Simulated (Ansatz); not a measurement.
The structure below was relaxed with Kohn–Sham DFT with the r2SCAN functional, run in Ansatz (a quantum-chemistry and plane-wave program) with PAW and 500 eV plane waves, no spin-orbit coupling, earlier PAW set.

Space group Fm-3m (No. 225); a = b = c = 4.1240 Å, α = β = γ = 90.00°

```tsv
atom	site	symmetry	x	y	z
Au	4a	m-3m	0.0000	0.0000	0.0000
```

Question: Write out a cell with all atoms.

Answer: 
```
Au
1.0
    4.12402     0.00000     0.00000
    0.00000     4.12402     0.00000
    0.00000     0.00000     4.12402
Au
4
Cartesian
  0.00000   0.00000   0.00000
  0.00000   2.06201   2.06201
  2.06201   0.00000   2.06201
  2.06201   2.06201   0.00000
```
This is the conventional cell.

Whether these cells are dynamically stable was not tested. The cell was made from Ir by this change: Ir → Au.
